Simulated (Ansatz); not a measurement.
Start from BN (space group R3m, No. 160; a cell from a computed database, its experimental status unchecked; layered, stacked along the Cartesian z axis).

```xyz
2
Lattice="1.2501 0.7218 3.2523 -1.2501 0.7218 3.2523 0.0000 -1.4435 3.2523" Properties=species:S:1:pos:R:3 pbc="T T T"
B      0.0000     0.0000     9.7540
N      0.0000     0.0000     3.2465
```

Cartesian axes are those of the cell as printed.

Method: r2SCAN+rVV10 (Ansatz, a program for electronic structure), spin-orbit coupling left out.

Base values:

```
Property    Result
--------  --------
Pressure  0.00 GPa
```

Perturbation: strain tensor (xx, yy, zz, yz, xz, xy) = (−0.54, +0.82, +0.16, −0.88, −1.34, −0.50) %, atoms relaxed at fixed cell.

### Question
What does the calculation give for the energy relative to the base and pressure after the change?

### Answer
The energy grows by 3.2 meV/atom; the pressure (mean of the normal stresses, compression positive) goes from zero to -1.06 GPa.

Whether these cells are dynamically stable was not tested.
